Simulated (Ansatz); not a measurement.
The structure below was relaxed with PBE in Ansatz (plane waves to 420 eV, PAW, spin-orbit coupling left out), at pressure 5 GPa.

```
PtGe
1.0
    5.76398     0.00000     0.00000
    0.00000     3.71594     0.00000
    0.00000     0.00000     6.10343
Pt Ge
4 4
Direct
  0.00114   0.25000   0.19091
  0.50114   0.25000   0.30909
  0.99886   0.75000   0.80909
  0.49886   0.75000   0.69091
  0.18419   0.25000   0.58816
  0.68419   0.25000   0.91184
  0.81581   0.75000   0.41184
  0.31581   0.75000   0.08816
```

Find the space group and the Wyckoff positions.

Space group Pnma (No. 62); a = 5.7640 Å, b = 3.7159 Å, c = 6.1034 Å, α = β = γ = 90.00°

```json
[
 {"atom": "Pt", "site": "4c", "symmetry": ".m.", "x": "0.0011", "y": "0.2500", "z": "0.1909"},
 {"atom": "Ge", "site": "4c", "symmetry": ".m.", "x": "0.1842", "y": "0.2500", "z": "0.5882"}
]
```

Describe the coordination.

The crystal has 8 atoms in its conventional cell. Cell: a = 5.764 Å, b = 3.716 Å, c = 6.103 Å, α = β = γ = 90.00°. Pt is coordinated by 6 Ge at 2.498–2.671 Å and 2 Pt at 2.971 Å. Ge sees 6 Pt at 2.498–2.671 Å. (Neighbours: up to the widest gap in distance over summed covalent radii, below 1.35, at either atom; cation-cation and far metal-metal contacts left out.)

Load acts through the strain it causes; cell and atoms are relaxed under it. No phonon test of stability was made. No other phases were tried under pressure. The final runs are not spin-polarised. The cell was made from PtGe (space group Pnma, No. 62) by this change: pressure 5 GPa.

Ansatz is a first-principles code.
